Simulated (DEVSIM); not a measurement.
Structure: Pd/SiO2/n-GaAs capacitor, at 400 K.

| layer (left to right) | material | thickness (nm) | Nd (cm⁻³) |
|---|---|---|---|
| 1 | SiO2 | 1.10 | - |
| 2 | GaAs | 3500 | 3.4e16 |

Metal gate on the left, work function 5.2 eV. Fixed charge at the semiconductor interface -2.1e11 cm⁻² (in units of +e); no interface traps.

Constants are typed, rounded textbook-type inputs, not results; the design itself was drawn at random and stands for no fabricated device. Values at 300 K; Nc and Nv go as T^1.5, mobilities as T to minus their exponent, the gap by Varshni's rule with the affinity fixed.

```csv
parameter,SiO2,GaAs
gap (eV),9,1.424
affinity (eV),0.9,4.07
permittivity,3.9,12.9
Nc (cm⁻³),-,4.7e17
Nv (cm⁻³),-,9e18
Varshni α (eV/K),-,0.000541
Varshni β (K),-,204
```

Model (solved in DEVSIM): 1D Poisson equation in equilibrium, Boltzmann statistics, complete ionisation; no quantum confinement or tunnelling. Metal contacts follow the ideal Schottky-Mott rule: no Fermi-level pinning, no interface dipoles.

Problem. Tabulate band edges, carrier densities and field at 0.3 V on the gate.

Solution. Energies count from the Fermi level of the right contact; mesh points crowd at the junctions.

| x (μm) | Ec (eV) | Ev (eV) | n (cm⁻³) | p (cm⁻³) | field (V/cm) |
|---|---|---|---|---|---|
| 0.000 | 4.000 | -5.000 | < 1e2 | < 1e2 | -170000 |
| 0.0005683 | 3.990 | -5.010 | < 1e2 | < 1e2 | -170000 |
| 0.001140 | 0.811 | -0.566 | 4.3e7 | 1.0e12 | -80000 |
| 0.002385 | 0.802 | -0.576 | 5.8e7 | 7.7e11 | -79000 |
| 0.006045 | 0.773 | -0.605 | 1.3e8 | 3.3e11 | -78000 |
| 0.01238 | 0.725 | -0.653 | 5.4e8 | 8.3e10 | -75000 |
| 0.02527 | 0.632 | -0.745 | 7.8e9 | 5.7e9 | -69000 |
| 0.06317 | 0.407 | -0.971 | 5.4e12 | 8200000 | -50000 |
| 0.1287 | 0.177 | -1.200 | 4.2e15 | 11000 | -20000 |
| 0.2535 | 0.106 | -1.271 | 3.3e16 | 1300 | -370 |
| 0.5165 | 0.105 | -1.272 | 3.4e16 | 1300 | ≈ 0 |
| 1.289 | 0.105 | -1.272 | 3.4e16 | 1300 | ≈ 0 |
| 2.296 | 0.105 | -1.272 | 3.4e16 | 1300 | ≈ 0 |
| 2.910 | 0.105 | -1.272 | 3.4e16 | 1300 | ≈ 0 |
| 3.265 | 0.105 | -1.272 | 3.4e16 | 1300 | ≈ 0 |
| 3.386 | 0.105 | -1.272 | 3.4e16 | 1300 | ≈ 0 |
| 3.443 | 0.105 | -1.272 | 3.4e16 | 1300 | ≈ 0 |
| 3.473 | 0.105 | -1.272 | 3.4e16 | 1300 | ≈ 0 |
| 3.491 | 0.105 | -1.272 | 3.4e16 | 1300 | ≈ 0 |
| 3.497 | 0.105 | -1.272 | 3.4e16 | 1300 | ≈ 0 |
| 3.499 | 0.105 | -1.272 | 3.4e16 | 1300 | ≈ 0 |
| 3.501 | 0.105 | -1.272 | 3.4e16 | 1300 | ≈ 0 |
